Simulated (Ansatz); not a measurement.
The parent structure is MoTe2 (space group P6_3/mmc, No. 194; layered, stacked along the Cartesian z axis).

```yaml
crystal:
  lattice:
    - [3.43402, 0.00000, 0.00000]
    - [-1.71701, 2.97395, 0.00000]
    - [0.00000, 0.00000, 13.32941]
  atoms:
    - { symbol: Te, position: [0.66667, 0.33333, 0.38621] }
    - { symbol: Te, position: [0.33333, 0.66667, 0.88621] }
    - { symbol: Te, position: [0.33333, 0.66667, 0.61379] }
    - { symbol: Te, position: [0.66667, 0.33333, 0.11379] }
    - { symbol: Mo, position: [0.66667, 0.33333, 0.75000] }
    - { symbol: Mo, position: [0.33333, 0.66667, 0.25000] }
```

Cartesian axes are those of the cell as printed.

All numbers come from Ansatz (a quantum-chemistry and plane-wave program) PBEsol-D3(BJ), without spin-orbit coupling.

Before the change:

- Smallest direct gap: 0.79 eV
- Band gap: 0.33 eV
- Volume per atom: 22.69 Å³

It is then changed as follows: compressive biaxial strain of 1.20 % in the plane normal to [001], as in epitaxy on a mismatched substrate; the out-of-plane cell vector and the atoms relax.

Task: What happens to the smallest direct gap, in-plane stress, band gap and volume per atom?

Result: The smallest direct gap decreases by 0.09 eV, from 0.79 eV to 0.70 eV; the mean in-plane stress (compression positive) amounts to +2.2 GPa; the band gap grows by 0.03 eV, from 0.33 eV to 0.36 eV; the volume per atom decreases by 0.41 Å³, from 22.69 Å³ to 22.28 Å³.

Spin-orbit coupling, missing from the scalar runs, can matter with Te. No phonon test of stability was made.
